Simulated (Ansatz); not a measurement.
# Worked example: self-consistent single point of N₂ (P2_13, 8 atoms in the cell) in Ansatz

Method: LDA (PW92), default PAW files made with PBE (plane waves; Ansatz, a program for electronic structure).

This input was run:

Ansatz 0.2 input:
```yaml
# N2
crystal:
  lattice:
    - [5.786024, 0.000000, 0.000000]
    - [0.000000, 5.786024, 0.000000]
    - [0.000000, 0.000000, 5.786024]
  atoms:
    - { symbol: N, position: [0.063900, 0.063900, 0.063900] }
    - { symbol: N, position: [0.436100, 0.936100, 0.563900] }
    - { symbol: N, position: [0.563900, 0.436100, 0.936100] }
    - { symbol: N, position: [0.936100, 0.563900, 0.436100] }
    - { symbol: N, position: [0.954140, 0.954140, 0.954140] }
    - { symbol: N, position: [0.545860, 0.045860, 0.454140] }
    - { symbol: N, position: [0.454140, 0.545860, 0.045860] }
    - { symbol: N, position: [0.045860, 0.454140, 0.545860] }
basis:
  ecutwfc: 420.0
kpoints:
  mp_grid:
    grid: [5, 5, 5]
hamiltonian:
  xc: lda
  pseudopotentials:
    kind: paw
scf:
  occupations:
    method: fixed
output:
  forces: true
  eigenvalues: true
  stress: true
```

The program printed (abridged):

```
WARN ansatz: RAYON_NUM_THREADS=1 ignored (pool sized by the plan → 1); use --threads N
Pseudopotentials: kind: paw
Pseudopotential: N, paw, valence charge 5
Crystal: 8 atoms, lattice volume = 193.705 Å³
Basis set: ecut = 420 eV, 3791 PW (Γ)
Bands: 28, of which v1, the nominal top of the filled ones, is band 20 counted from 1 (19 counted from 0)
Symmetry: 12 space group operations
Space group: P213 (ITA 198), of the structure as read, at distance tolerance 5.8e-5 Å
k-points: 11 of 125 (time reversal used)
PAW frozen core: N, regenerated for the run's functional, and the local potential with it
Initial density: superposition of atomic densities (neutral atoms: chi_scale 0, normalization atom), corrected by the library's trained network
Initial wavefunctions: pseudopotential atomic-orbital guess
Eigensolver: davidson
Functional: x = slater, c = lda
SCF iter   1: F=—  HF=-2988.970766 eV  |F-HF|=—  |Δ(HF+E_count)|=         —  Δρ=7.04e-3  dr2=1.13e-1  ethr=1.77e-3  ⟨swp⟩=3.3  Hψ=1174  notcnv=0  defer=24
all-band conjugate gradients solve this SCF's bands
preconditioner: auto → Resta (q_TF=auto, 2.098 Å⁻¹)
SCF iter   2: F=—  HF=-2988.947534 eV  |F-HF|=—  |Δ(HF+E_count)|=   2.32e-2  Δρ=2.91e-3  dr2=1.88e-2  ethr=2.81e-4  ⟨swp⟩=3.0  Hψ=602  notcnv=0  defer=58
SCF iter   3: F=—  HF=-2988.947277 eV  |F-HF|=—  |Δ(HF+E_count)|=   2.57e-4  Δρ=1.13e-3  dr2=2.35e-3  ethr=4.71e-5  ⟨swp⟩=2.0  Hψ=486  notcnv=0  defer=65
SCF iter   4: F=—  HF=-2988.947708 eV  |F-HF|=—  |Δ(HF+E_count)|=   4.30e-4  Δρ=1.06e-3  dr2=2.18e-3  ethr=5.88e-6  ⟨swp⟩=2.0  Hψ=530  notcnv=0  defer=65
SCF iter   5: F=—  HF=-2988.947360 eV  |F-HF|=—  |Δ(HF+E_count)|=   3.48e-4  Δρ=1.11e-4  dr2=1.38e-5  ethr=5.45e-6  ⟨swp⟩=2.4  Hψ=456  notcnv=0  defer=65
SCF iter   6: F=—  HF=-2988.947375 eV  |F-HF|=—  |Δ(HF+E_count)|=   1.51e-5  Δρ=2.23e-5  dr2=3.84e-7  ethr=3.45e-8  ⟨swp⟩=2.8  Hψ=527  notcnv=0  defer=21
SCF iter   7: F=-2988.947376 eV  HF=-2988.947376 eV  |F-HF|=1.69e-9  |Δ(HF+E_count)|=   4.18e-7  Δρ=1.82e-6  dr2=6.05e-9  ethr=2.50e-10  ⟨swp⟩=8.6  Hψ=1421  notcnv=0
SCF 1 converged in 7 iterations: F = -2988.947376 eV  dr2 = 6.05e-9
SCF converged after 7 iterations
Free energy (F): -2988.947376 eV
Harris-Foulkes:  -2988.947376 eV  (|F-HF|=1.69e-9)
Internal energy: -2988.947376 eV  (E = F + TS)
E sigma→0 (E₀):  -2988.947376 eV
Fermi energy:    -6.146542 eV
--- Per-component energies (eV) ---
  E_band       = -442.763520
  E_kinetic    = 996.982969
  E_local      = -3072.475422  (includes V_loc(G=0)·N_el)
  E_nonlocal   = 395.415563
  E_hartree    = 986.013742
  E_xc         = -449.103422
  E_vxc        = -572.876725  (∫ρ·V_xc dr)
  E_paw        = -945.234027  (= ΣΔE_a)
  E_vpaw       = -161.840144  (= ΣTr[D̂ρ^β])
  E_aug_tail   = 0.000671  (compensation charges beyond the density's cutoff)
  E_ewald      = -901.187802
  E_core_change = 0.640352  (= ΣΔE_core)
  E_smearing   = -0.000000  (= −TS)
  E_closure    = 0.000000  (closes the sum)
  Σ components = -2988.947376   (vs F -2988.947376, Δ=0.00e0)
--- Forces (eV/Å), atoms counted from 1 ---
  atom   1  N     -0.53787647    -0.53787647    -0.53787647
  atom   2  N      0.53787647     0.53787647    -0.53787647
  atom   3  N     -0.53787647     0.53787647     0.53787647
  atom   4  N      0.53787647    -0.53787647     0.53787647
  atom   5  N      0.53604816     0.53604816     0.53604816
  atom   6  N     -0.53604816    -0.53604816     0.53604816
  atom   7  N      0.53604816    -0.53604816    -0.53604816
  atom   8  N     -0.53604816     0.53604816    -0.53604816
  max |Σ_I F_I| component: 1.11e-16 eV/Å
--- Stress (GPa, compression-positive) ---
       -1.651778       0.000000       0.000000
        0.000000      -1.651778       0.000000
        0.000000       0.000000      -1.651778
  P = ⅓ Tr σ = -1.6518 GPa (-16.518 kbar)
  The stress holds the Pulay correction. Without it, at fixed plane waves, as pw.x and ABINIT print it: P = -2.1355 GPa
--- Band table (eV; the first three rows and the last of 11) ---
  k-point 0: bands = ["-24.1206", "-24.0760", "-24.0760", "-24.0760", "-9.4395", "-9.4395", "-9.4395", "-9.2847", "-7.8999", "-7.8999", "-7.8999", "-7.7365", "-7.7365", "-7.5912", "-7.5912", "-7.5912", "-6.9655", "-6.1652", "-6.1652", "-6.1652", [...]
  k-point 1: bands = ["-24.1164", "-24.0807", "-24.0760", "-24.0756", "-9.4410", "-9.4355", "-9.4185", "-9.2978", "-7.9150", "-7.8939", "-7.8882", "-7.7565", "-7.7265", "-7.6683", "-7.6165", "-7.6060", "-6.8255", "-6.2122", "-6.1582", "-6.1571", [...]
  k-point 2: bands = ["-24.1053", "-24.0917", "-24.0758", "-24.0757", "-9.4337", "-9.4305", "-9.3785", "-9.3329", "-7.9276", "-7.9081", "-7.8590", "-7.8075", "-7.7182", "-7.6937", "-7.6716", "-7.6477", "-6.5708", "-6.3497", "-6.1468", "-6.1465", [...]
  k-point 10: bands = ["-24.0903", "-24.0870", "-24.0855", "-24.0847", "-9.4407", "-9.4326", "-9.4243", "-9.4133", "-7.9197", "-7.8911", "-7.8825", "-7.8761", "-7.6218", "-7.6168", "-7.5973", "-7.5895", "-6.3876", "-6.3341", "-6.3155", "-6.3127", [...]
```

The run converged in 7 iterations.

The starting cell comes from a database of computed structures (which also holds hypothetical and non-ambient phases and stackings), without a prior relaxation at this level. Its lattice was rescaled by up to half a per cent. Ansatz's pressure includes its estimate of the finite-basis (Pulay) stress.
